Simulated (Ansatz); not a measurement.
Functionals compared on a constructed model of the (0001) surface of hcp Co, ferromagnetic, a pseudomorphic layer of Os in the host's stacking (bottom of the slab: a bare face, its two planes held), in Ansatz (plane waves, PAW). The structure was relaxed with PBE; the other rows are single points on it. Cutoff 420 eV.

Model: 7-atom slab, 12.5 Å thick at the start with caps and adatoms (thin: gaps and levels are the slab's own), 17x17x1 mesh, Fermi-Dirac 0.1 eV, dipole correction, 2 atoms held, the rest relaxed; held to the start's symmetry, so lower structures may exist; spin-polarised, ending with about 9.5 μB a cell; orders that need a larger cell were not tried, no spin-orbit, no U. In PBE it is, or lies within 0.01 eV a 1x1 cell of, the lowest of the 2 structures of its composition computed so far; subsurface sites and larger cells were not tried. These notes are the PBE run's.

```json
[
 {"functional": "PBE", "work function of the top face (eV)": "5.36", "magnetic moment of the cell (μB)": "9.48", "rough cost of the single point": "–"},
 {"functional": "RPBE", "work function of the top face (eV)": "___", "magnetic moment of the cell (μB)": "9.60", "rough cost of the single point": "very roughly 90 core-seconds"}
]
```

Q: Some entries are withheld; supply them.

A: 
- RPBE, work function of the top face (eV): 5.23

Ansatz is a program for electronic structure.
